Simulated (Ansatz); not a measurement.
Results of LDA in Ansatz (PAW) for Bi2S3 (model structure, started from the A-La2O3 type, P-3m1, No. 164, 5 atoms in the cell).

Settings: plane-wave cutoff 520 eV, 12×12×4 k mesh (along the axes of the cell as run), Fermi–Dirac smearing 0.01 eV, scalar-relativistic PAW data made under PBE.

Cell (relaxed with PBEsol):

Space group P-3m1 (No. 164); a = 3.9957 Å, b = 3.9957 Å, c = 9.5570 Å, α = 90.00°, β = 90.00°, γ = 120.00°

```
atom  site  symmetry       x       y       z
----  ----  --------  ------  ------  ------
Bi      2d       3m.  0.3333  0.6667  0.1934
S       1a      -3m.  0.0000  0.0000  0.0000
S       2d       3m.  0.6667  0.3333  0.3439
```

Task: Predict the band gap.

Result: 
band gap: 0.72 eV

Note: the relaxation could raise the start's symmetry but not lower it, so the cell can be a saddle point; cell and atoms aren't relaxed at this level (largest force component 0.08 eV/Å, pressure -1.6 GPa).

Spin–orbit coupling is not included; with these elements it can move the gap by several tenths of an eV or more.

Computed values are for the static lattice.

The result took very roughly 50 core-seconds.

A model structure was made by putting elements into a prototype or built by hand; it is no filed structure, need not be a known phase, and can be a saddle point held by its symmetry.

Ansatz is a program for electronic structure.
